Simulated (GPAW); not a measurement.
## Input and output of a self-consistent single point for Cd₂Hg (I4/mmm, 3 atoms in the cell) (GPAW)

Method: PBEsol, GPAW PAW datasets PBEsol (made by gpaw-setup) (plane waves; GPAW).

The input file:

```python
from ase import Atoms
from ase.units import GPa
from gpaw import GPAW, PW

atoms = Atoms(['Cd', 'Cd', 'Hg'],
              cell=[[-1.985519, 1.985519, 4.240667],
                    [1.985519, -1.985519, 4.240667],
                    [1.985519, 1.985519, -4.240667]],
              positions=[[0.000000, -0.000000, 2.834547],
                         [-0.000000, 0.000000, 5.646787],
                         [0.000000, 0.000000, 0.000000]],
              pbc=True)

calc = GPAW(mode=PW(550),
            xc='PBEsol',
            kpts={'size': (10, 10, 10), 'gamma': True},
            occupations={'name': 'methfessel-paxton', 'width': 0.272, 'order': 0},
            nbands=-9,
            convergence={'density': 1e-05, 'energy': 1e-05},
            symmetry={'symmorphic': False, 'tolerance': 0.0005},
            maxiter=120,
            txt='-')

atoms.calc = calc

energy = atoms.get_potential_energy()
print('Energy (eV):', round(energy, 6))
forces = atoms.get_forces()
print('Forces (eV/Ang):')
print(forces.round(5))
stress = atoms.get_stress()
print('Stress (GPa, Voigt):', (stress / GPa).round(4))
```

Output (repeated stretches shortened):

```
Input parameters:
  convergence: {density: 1e-05,
                energy: 1e-05}
  kpts: {gamma: True,
         size: (10, 10, 10)}
  maxiter: 120
  mode: {ecut: 550.0,
         name: pw}
  nbands: -9
  occupations: {name: methfessel-paxton,
                order: 0,
                width: 0.272}
  symmetry: {symmorphic: False,
             tolerance: 0.0005}
  xc: PBEsol

species:
  Cd:
    name: Cadmium
    Z: 48.0
    valence: 12
    core: 36
    charge: 0.0
    file: Cd.PBEsol.gz

    # Using partial waves for Cd as LCAO basis

  Hg:
    name: Mercury
    Z: 80.0
    valence: 18
    core: 62
    charge: 0.0
    file: Hg.PBEsol.gz

    # Using partial waves for Hg as LCAO basis

Reference energy: -837214.909257  # eV

Spin-paired calculation

Convergence criteria:
 Maximum [total energy] change in last 3 cyles: 1e-05 eV / valence electron
 Maximum integral of absolute [dens]ity change: 1e-05 electrons / valence electron
 Maximum integral of absolute [eigenst]ate change: 4e-08 eV^2 / valence electron
 Maximum number of scf [iter]ations: 120

Symmetries present (total): 16
Symmetries with fractional translations: 0
1000 k-points: 10 x 10 x 10 Monkhorst-Pack grid + [1/20,1/20,1/20]
102 k-points in the irreducible part of the Brillouin zone
       k-points in crystal coordinates                weights
   0:     0.00000000    0.00000000    0.00000000          1/1000
   1:     0.10000000   -0.10000000    0.00000000          4/1000
   2:     0.10000000   -0.10000000    0.10000000          4/1000
   [... 7 lines left out ...]
          ...
 101:     0.50000000    0.50000000    0.50000000          1/1000

Wave functions: Plane wave expansion
  Cutoff energy: 550.000 eV
  Number of coefficients (min, max): 1942, 1981
  Pulay-stress correction: 0.000000 eV/Ang^3 (de/decut=0.000000)

Occupation numbers: Methfessel-Paxton:
  width: 0.2720  # eV
  order: 0

Eigensolver

Densities:
  Coarse grid: 28*28*28 grid
  Fine grid: 56*56*56 grid
  Total Charge: 0.000000

Density mixing:
  Method: separate
  Backend: pulay
  Linear mixing parameter: 0.05
  old densities: 5
  Damping of long wavelength oscillations: 50

Hamiltonian:
  XC and Coulomb potentials evaluated on a 56*56*56 grid
  External potential:
    NoExternalPotential

XC parameters: PBEsol with 2 nearest neighbor stencil

Number of atoms: 3
Number of atomic orbitals: 30
Number of bands in calculation: 30
Number of valence electrons: 42
Bands to converge: occupied

Density initialized from atomic densities
  30 bands from LCAO basis set

Atomic positions and initial magnetic moments

Positions:
   0 Cd     0.000000   -0.000000    2.834547    ( 0.0000,  0.0000,  0.0000)
   1 Cd    -0.000000    0.000000    5.646787    ( 0.0000,  0.0000,  0.0000)
   2 Hg     0.000000    0.000000    0.000000    ( 0.0000,  0.0000,  0.0000)

Unit cell:
           periodic     x           y           z      points  spacing
  1. axis:    yes   -1.985519    1.985519    4.240667    28     0.1284
  2. axis:    yes    1.985519   -1.985519    4.240667    28     0.1284
  3. axis:    yes    1.985519    1.985519   -4.240667    28     0.1003

  Lengths:   5.086042   5.086042   5.086042
  Angles:  134.042980 134.042980  67.020885

Effective grid spacing dv^(1/3) = 0.1450

     iter     time        total  log10-change:
                         energy   eigst   dens
iter:   1 --:--:--    -4.268426
iter:   2 --:--:--    -4.245315   -1.44  -1.49
iter:   3 --:--:--    -4.246924   -1.64  -1.51
iter:   4 --:--:--    -4.203388   -3.27  -2.01
iter:   5 --:--:--    -4.132861   -2.53  -2.07
iter:   6 --:--:--    -4.132441   -4.03  -2.66
iter:   7 --:--:--    -4.139355   -3.94  -2.66
iter:   8 --:--:--    -4.131019   -3.47  -2.60
iter:   9 --:--:--    -4.130559   -5.09  -3.04
iter:  10 --:--:--    -4.130855   -4.17  -3.25
iter:  11 --:--:--    -4.130755c  -5.65  -3.36
iter:  12 --:--:--    -4.130755c  -6.32  -3.55
iter:  13 --:--:--    -4.130760c  -5.93  -3.57
iter:  14 --:--:--    -4.130756c  -6.55  -4.46
iter:  15 --:--:--    -4.130755c  -7.58c -4.64
iter:  16 --:--:--    -4.130755c  -8.37c -4.63
iter:  17 --:--:--    -4.130755c  -9.05c -4.62
iter:  18 --:--:--    -4.130754c  -7.56c -4.62
iter:  19 --:--:--    -4.130754c  -8.13c -4.93
iter:  20 --:--:--    -4.130754c  -7.81c -4.99
iter:  21 --:--:--    -4.130754c  -9.02c -5.09c

Converged after 21 iterations.

Dipole moment: (0.000000, 0.000000, -0.000000) |e|*Ang

Energy contributions relative to reference atoms: (reference = -837214.909257)

Kinetic:        +23.985215
Potential:      -16.944804
External:        +0.000000
XC:              -9.262261
Entropy (-ST):   -0.043430
Local:           -1.887189
SIC:             +0.000000
--------------------------
Free energy:     -4.152468
Extrapolated:    -4.130754

Showing only first 2 kpts
 Kpt  Band  Eigenvalues  Occupancy
  0    19      8.67817    0.00000
  0    20      8.82762    0.00000
  0    21     10.89024    0.00000
  0    22     11.42375    0.00000

  1    19      8.72521    0.00000
  1    20      8.94139    0.00000
  1    21      9.33441    0.00000
  1    22      9.83210    0.00000

Fermi level: 7.30360

No gap
No difference between direct/indirect transitions
Energy (eV): -4.130754

Forces in eV/Ang:
  0 Cd   -0.00000   -0.00000   -0.04692
  1 Cd    0.00000    0.00000    0.04692
  2 Hg    0.00000    0.00000   -0.00000

Stress tensor:
     0.010979     0.000000     0.000000
     0.000000     0.010979     0.000000
     0.000000     0.000000    -0.005206
Stress (GPa, Voigt): [ 1.759   1.759  -0.8341  0.      0.      0.    ]
```

The run converged in 21 iterations. GPAW prints stress with tension positive.

The starting cell comes from a database of computed structures (which also holds hypothetical and non-ambient phases and stackings), without a prior relaxation at this level. Its lattice was rescaled by a random factor within 2.5 % of one. Spin-orbit coupling is off.

Cost on one core of a shared machine: roughly 2 min.
